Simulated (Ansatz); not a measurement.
Cells marked so need not be the phases stable at ambient conditions, and some may be hypothetical.

 Where the default PAW files enter, the runs use the earlier of Ansatz's two default sets.

No gap correction and no spin-orbit coupling; mid-gap values are interpolated between computed energies.

A. HgF (I4/mmm, not sure to be the ambient phase, 4 atoms a cell, 19.2 Å³ an atom, -2 GPa at this level), along the normal of (100)
B. Li$_{2}$PdF$_{6}$ (P4_2/mnm, not sure to be the ambient phase, 18 atoms a cell, 10.5 Å³ an atom), along the normal of (100)
C. Sr$_{3}$BiN (Pm-3m, anti-perovskite, not sure to be the ambient phase, 5 atoms a cell, 28.7 Å³ an atom), along the normal of (111)
D. Be$_{3}$N$_{2}$ (P6_3/mmc, not sure to be the ambient phase, 10 atoms a cell, 6.8 Å³ an atom), along the normal of (111)

### Question
Order them by mid-gap decay constant of the slowest evanescent state (highest first) at the level r2SCAN run with Ansatz (a first-principles code).

### Answer
B (0.45 1/Å), D (0.34 1/Å), A (0.29 1/Å), C (0.07 1/Å)
